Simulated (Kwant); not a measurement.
System: stadium cavity between two wires in a GaAs two-dimensional gas. Effective mass 0.067 mₑ, grid spacing 6.7 nm, hard walls, nominal width 80 nm (11 grid rows, so walls 80.4 nm apart), one parabolic valley, scattering region 640 nm long along x; energies count from the band bottom; Fermi energy swept from 0.00070155 to 0.010523 eV. Cavity of radius 140 nm, straight part 140 nm, centre moved sideways by 56 nm.

Constants are typed, rounded textbook-type inputs, not results; the design itself was drawn at random and stands for no fabricated device.

Model: effective-mass tight-binding model on a square grid, one spin, coherent transport at 0 K (Kwant). Conductance is in e²/h.

### Question
How many channels do the leads carry at E = 4.42 meV?

### Answer
The hard-wall thresholds are n² ħ²π²/(2mW²) = n² × 0.868 meV with W = 80.4 nm. √(4.42/0.868) = 2.26, so 2.
